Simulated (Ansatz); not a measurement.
Base system: TaN (space group P6/mmm, No. 191; a = 5.202 Å, c = 2.906 Å). Axes: x lies along a and z along c of the hexagonal cell.

The change: tensile biaxial strain of 4.55 % in the plane normal to [001], as in epitaxy on a mismatched substrate; the out-of-plane cell vector and the atoms relax.

Levels (all Ansatz, a first-principles code, PAW): PBEsol (420 eV, no spin-orbit coupling); r2SCAN (500 eV, spin-orbit coupling left out).

The geometry is relaxed with PBEsol.

- PBEsol pressure: -13.5 GPa

Question: Predict the pressure from r2SCAN.

Answer: The pressure increases by 3.1 GPa to -10.4 GPa.

Single points use the geometry relaxed with PBEsol. Their cutoffs differ, which shifts pressures a little. Without a gap, meshes like the base's 10×10×16 leave anisotropic stresses uncertain by several tenths of a GPa, and small strain energies with them. Whether these cells are dynamically stable was not tested. The final runs are not spin-polarised. This is not the structure that TaN has at room temperature and ambient pressure.
